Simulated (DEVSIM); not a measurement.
DEVSIM, 1D drift-diffusion, Boltzmann statistics, complete ionisation; no tunnelling, impact ionisation, image-force lowering or self-heating. Band offsets follow the typed affinities; no thermionic-emission limit at abrupt steps, no polarisation charge.

Structure: Al0.4Ga0.6As/GaAs p-n heterojunction, at 250 K.

```
layer (left to right)      material  thickness (μm)  Nd (cm⁻³)  Na (cm⁻³)  τn (s)  τp (s)
---------------------  ------------  --------------  ---------  ---------  ------  ------
1                      Al0.4Ga0.6As           0.120          -     8.6e16  2.8e-8  2.8e-8
2                              GaAs           0.170     5.3e16          -  2.8e-8  2.8e-8
```

Left contact: ohmic. Right contact: ohmic. Voltage is applied to the left contact. Recombination: SRH at mid-gap, radiative, Auger. Mobility is constant in doping. Where it depends on doping, it is μmin + (μ − μmin)/(1 + (N/Nref)^α).

This is a model device: material constants are rounded textbook-type values typed into the input, and sizes, dopings and lifetimes were drawn at random. Values at 300 K; Nc and Nv go as T^1.5, mobilities as T to minus their exponent, the gap by Varshni's rule with the affinity fixed. The table also holds parameters that only a changed run uses.

```
parameter         Al0.4Ga0.6As      GaAs
----------------  ------------  --------
gap (eV)                1.9228     1.424
affinity (eV)            3.754      4.07
permittivity             11.76      12.9
Nc (cm⁻³)              7.93e17    4.7e17
Nv (cm⁻³)                 9e18      9e18
μn (cm²/Vs)               3220      8500
μp (cm²/Vs)                158       400
μn,min                     500       500
μp,min                      20        20
Nref,n                    6e16      6e16
Nref,p                  1.5e17    1.5e17
αn                        0.39      0.39
αp                        0.38      0.38
T exponent of μn           2.1       2.1
T exponent of μp           2.2       2.2
B (cm³/s)                2e-10     2e-10
Cn (cm⁶/s)               1e-30     1e-30
Cp (cm⁶/s)               1e-30     1e-30
Varshni α (eV/K)      0.000541  0.000541
Varshni β (K)              204       204
```

One input was changed, with this effect: largest field in the device at zero bias little changed (120000 V/cm); potential step across the device at zero bias little changed (1.494 V); dark forward voltage at 1 A/cm² 1.100 → 1.112 V; dark forward voltage at 100 A/cm² 1.222 → 1.241 V.

Which change was it?
A) minority lifetime in layer 2 2.8e-08 → 8.4e-07 s
B) thickness of layer 1 0.12 → 0.6 μm
C) doping-dependent mobility in place of the constant one
D) minority lifetime in layer 1 2.8e-08 → 8.4e-09 s
E) Auger recombination switched off
F) doping Na of layer 1 8.6e+16 → 2.6e+17 cm^-3

C, doping-dependent mobility in place of the constant one
